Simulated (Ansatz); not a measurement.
For polar-o HfO₂ (model structure), LDA in Ansatz (plane waves, PAW) gives:

| Quantity | Value |
|---|---|
| equilibrium volume per atom | 10.73 Å³/atom |
| enthalpy of formation | -3.851 eV/atom |

### Question
What does r²SCAN in Ansatz (plane waves, PAW) give for the same quantities?

### Answer

- equilibrium volume per atom: 11.13 Å³/atom (rises by 3.7 %)
- formation enthalpy: -3.782 eV/atom (moves by +0.069 eV/atom)

Changes are worked out from the printed values.

Unless a cell is named, each level is at its own relaxed cell (LDA 10.73, r²SCAN 11.13 Å³/atom).

Levels without +SOC leave out spin–orbit coupling, which shifts energies and cells of such heavy elements.

Ansatz's density-functional and Hartree–Fock values are scalar-relativistic unless marked +SOC, with PAW data made under PBE.

A model structure was made by putting elements into a prototype or built by hand; it is no filed structure, need not be a known phase, and can be a saddle point held by its symmetry.

Ansatz is a quantum-chemistry and plane-wave program.
